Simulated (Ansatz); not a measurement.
# Response to strain in ZnAu

Start from ZnAu in the CsCl type structure (space group Pm-3m, No. 221; relaxed with 0.1 eV smearing).

```xyz
2
Lattice="3.1286 0.0000 0.0000 0.0000 3.1286 0.0000 0.0000 0.0000 3.1286" Properties=species:S:1:pos:R:3 pbc="T T T"
Zn     1.5643     1.5643     1.5643
Au     0.0000     0.0000     0.0000
```

Cartesian axes are those of the cell as printed.

Strains are applied to the cell and any free atomic positions relax; under biaxial strain the out-of-plane vector relaxes too.

Computed with PBEsol in Ansatz (plane waves to 420 eV, PAW, without spin-orbit coupling).

Notes on the quantities. energy relative to the base: free energy F; in-plane stress: mean in-plane stress (compression positive).

```tsv
variant	energy relative to the base	in-plane stress	ratio −ε⊥/ε∥
base	0 meV/atom	–	–
biaxial strain −2.50 %, plane normal [111], relaxed out of plane	+14 meV/atom	+5.7 GPa	1.17
biaxial strain −2.08 %, plane normal [111], relaxed out of plane	+9.4 meV/atom	+4.7 GPa	1.13
biaxial strain −1.67 %, plane normal [111], relaxed out of plane	+6.0 meV/atom	+3.8 GPa	1.09
biaxial strain −1.25 %, plane normal [111], relaxed out of plane	+3.4 meV/atom	+2.8 GPa	1.06
biaxial strain −0.83 %, plane normal [111], relaxed out of plane	+1.5 meV/atom	+1.9 GPa	1.02
biaxial strain −0.42 %, plane normal [111], relaxed out of plane	+0.4 meV/atom	+1.0 GPa	–
biaxial strain +0.42 %, plane normal [111], relaxed out of plane	+0.4 meV/atom	-0.9 GPa	–
biaxial strain +0.83 %, plane normal [111], relaxed out of plane	+1.5 meV/atom	-1.8 GPa	0.88
biaxial strain +2.50 %, plane normal [111], relaxed out of plane	+13 meV/atom	-5.3 GPa	0.80
```

Whether these cells are dynamically stable was not tested.

Ansatz is a first-principles code.
